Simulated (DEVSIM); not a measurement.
Structure: Si p+/n-/n+ power diode, at 350 K.

```csv
layer (left to right),material,thickness (μm),Nd (cm⁻³),Na (cm⁻³),τn (s),τp (s)
1,Si,1.80,-,3.8e18,3.8e-6,3.8e-6
2,Si,25.0,5e14,-,3.8e-6,3.8e-6
3,Si,1.30,2.7e18,-,3.8e-6,3.8e-6
```

Left contact: ohmic. Right contact: ohmic. Voltage is applied to the left contact. Recombination: SRH at mid-gap. Mobility is μmin + (μ − μmin)/(1 + (N/Nref)^α).

Constants are typed, rounded textbook-type inputs, not results; the design itself was drawn at random and stands for no fabricated device. Values at 300 K; Nc and Nv go as T^1.5, mobilities as T to minus their exponent, the gap by Varshni's rule with the affinity fixed.

| parameter | Si |
|---|---|
| gap (eV) | 1.124 |
| affinity (eV) | 4.05 |
| permittivity | 11.7 |
| Nc (cm⁻³) | 2.86e19 |
| Nv (cm⁻³) | 3.1e19 |
| μn (cm²/Vs) | 1417 |
| μp (cm²/Vs) | 470 |
| μn,min | 52 |
| μp,min | 45 |
| Nref,n | 9.7e16 |
| Nref,p | 2.2e17 |
| αn | 0.68 |
| αp | 0.72 |
| T exponent of μn | 2.3 |
| T exponent of μp | 2.2 |
| Varshni α (eV/K) | 0.000473 |
| Varshni β (K) | 636 |

Simulated with DEVSIM: 1D drift-diffusion, Boltzmann statistics, complete ionisation; no tunnelling, impact ionisation, image-force lowering or self-heating.

Q: Give the dark reverse current.

A: 
```
V (V)    J (A/cm²)
-------  ---------
-4.00      -2.1e-6
-10.00     -3.6e-6
-20.00     -5.3e-6
-30.00     -6.6e-6
-40.00     -7.6e-6
-60.00     -9.5e-6
-80.00     -1.1e-5
-100.00    -1.2e-5
-130.00    -1.4e-5
-160.00    -1.6e-5
-200.00    -1.8e-5
```
